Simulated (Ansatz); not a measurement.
TePt (R-3m, No. 166), treated with LDA in Ansatz (PAW).

Run with plane-wave cutoff 520 eV, 16×16×16 k mesh, Fermi–Dirac smearing 0.05 eV, scalar-relativistic PAW data made under PBE.

Cell (relaxed at this level):

PtTe is modelled in the trigonal space group R-3m, hexagonal axes (No. 166), Pearson symbol hR4. Cell: a = 3.9323 Å, b = 3.9323 Å, c = 19.7122 Å, α = 90.00°, β = 90.00°, γ = 120.00°. Pt on 6c is surrounded by 3 Te at 2.582 Å and 3 Pt at 2.691 Å (octahedral). Te on 6c is coordinated by 3 Pt at 2.582 Å (trigonal pyramidal). (Neighbours: up to the widest gap in distance over summed covalent radii, below 1.35, at either atom; cation-cation and far metal-metal contacts left out.)
(The calculation used a cell of 4 atoms; values per cell refer to that cell.)

Question: Predict the bulk modulus B0.

Answer: 
- bulk modulus B0 = 71.1 GPa

The run finds no gap.

Note: the bulk modulus is −V dP/dV from two relaxed cells at ±2 % in volume.

Spin–orbit coupling is not included; it can open a gap where bands touch, and shift volumes and moduli.

Static lattice: no zero-point or thermal effects.

It cost around 13 core-minutes (rough) of CPU time.

Ansatz is an electronic-structure program.
